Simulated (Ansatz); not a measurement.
The starting structures come from a database of crystals and need not be the phases stable at ambient conditions.

Inside the gap of an insulator the Bloch states are evanescent, with a wavenumber k + iκ along the transport direction.

Input:

```
CELL_PARAMETERS angstrom
      7.41473     0.01070     0.00000
     -0.78007     9.86569     0.00000
     -0.39003     4.93284     2.86954
ATOMIC_POSITIONS crystal
  K  0.50000 0.00000 0.00000
  K  0.18907 0.66890 0.00000
  K  0.81093 0.33110 0.00000
  Ca 0.00000 0.00000 0.00000
  H  0.50000 0.50000 0.00000
  P  0.74698 0.66165 0.00000
  P  0.25302 0.33835 0.00000
  O  0.77727 0.81770 0.00000
  O  0.22273 0.18230 0.00000
  O  0.53629 0.62159 0.00000
  O  0.46371 0.37841 0.00000
  O  0.82914 0.82148 0.55768
  O  0.17086 0.17852 0.44232
  O  0.17086 0.62084 0.55768
  O  0.82914 0.37916 0.44232
```

Space group of this cell: C2/m. The cell was relaxed by PBE-D3(BJ); by PBEsol its mean pressure is -1.1 GPa.

Transport runs along the normal of the first two printed cell vectors.

The gap is the functional's own, uncorrected, and κ follows it; spin-orbit coupling is left out. Mid-gap values are interpolated between the computed energies.

Question: Give the band gap and the smallest decay constant κ at mid-gap that Ansatz (a program for electronic structure) with PBEsol yields.

Answer: Gap 5.05 eV on a 4×10×10 mesh; κ = 0.434 1/Å, at the zone centre.
